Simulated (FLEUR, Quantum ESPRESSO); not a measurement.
**One structure in several programs: SrSmAlO₄ (I4mm, 7 atoms in the cell)**

Self-consistent single point.

```
CELL_PARAMETERS angstrom
      1.85895    -1.85895     6.13983
      1.85895     1.85895     6.13983
     -1.85895    -1.85895     6.13983
ATOMIC_POSITIONS crystal
  Sr 0.00000 0.64419 0.64419
  Sm 0.00000 0.36036 0.36036
  Al 0.00000 0.00283 0.00283
  O  0.00000 0.83962 0.83962
  O  0.00000 0.16691 0.16691
  O  0.50000 0.49304 0.99304
  O  0.50000 0.99304 0.49304
```
Moments meant for the start (each program seeds them in its own way; μB, in the order of the atoms Sr Sm Al O O O O): 0.0 5.0 0.0 0.0 0.0 0.0 0.0.

All programs got the same cell, k-point mesh and kind of occupations, and the same starting moments (in Quantum ESPRESSO's words: occupations = smearing; smearing = fermi-dirac; degauss = 0.000734986 Ry; nspin = 2; K_POINTS = automatic 5 5 5 0 0 0); potentials, basis and cutoffs are each program's usual ones.

| code | model | largest force (eV/Å) | size of the net moment (μB/atom) | cutoff |
|---|---|---|---|---|
| Quantum ESPRESSO | PBEsol, SSSP 1.1.2 efficiency (PBE) pseudopotentials | 0.242 | 0.71 | 55 Ry |
| FLEUR | PBEsol, all-electron FLAPW (FLEUR), scalar-relativistic valence | 0.219 | 0.71 | Kmax 4.5 1/bohr |

Size of the force on each atom (eV/Å): Sizes of forces hide their directions.

```csv
code,Sr1,Sm2,Al3,O4,O5,O6,O7
Quantum ESPRESSO,0.056,0.242,0.096,0.042,0.047,0.143,0.143
FLEUR,0.055,0.219,0.096,0.068,0.067,0.144,0.144
```

The spread over the programs that give each value: largest force within 0.023 eV/Å; size of the net moment within 0.00 μB/atom.

The starting cell comes from a database of computed structures (which also holds hypothetical and non-ambient phases and stackings), without a prior relaxation at this level. On Quantum ESPRESSO's run: Spin-orbit coupling is off. With one magnetic atom in the cell only a parallel order is possible. With U or open f shells several self-consistent states can exist. The f electrons are in the valence without U or exact exchange, which can misplace them near the Fermi level. Spin-orbit terms, which matter for f shells, are left out. Without a gap this mesh is coarse (it stands for a supercell whose shortest vector is 19 Å).

### Question
Why do the programs differ, and what cannot be compared?

### Answer
Differences of this kind can come from the potentials, where these differ, and from what each basis and cutoff leave unconverged. The zero of total energies and Fermi levels follows the potentials and each program's conventions, so they are not compared here. FLEUR treats all electrons, but the usual bases taken here (sphere radii, linearisation, local orbitals, empty states) were not tested for convergence, so the values are no reference for the others. Site moments depend on each program's spheres or projections; the total moment of the cell does not.

The shared mesh is coarse (it stands for a supercell whose shortest vector is 19 Å), so the values are not converged in it.

Left out of this page: Ansatz (with a known weakness of the program).
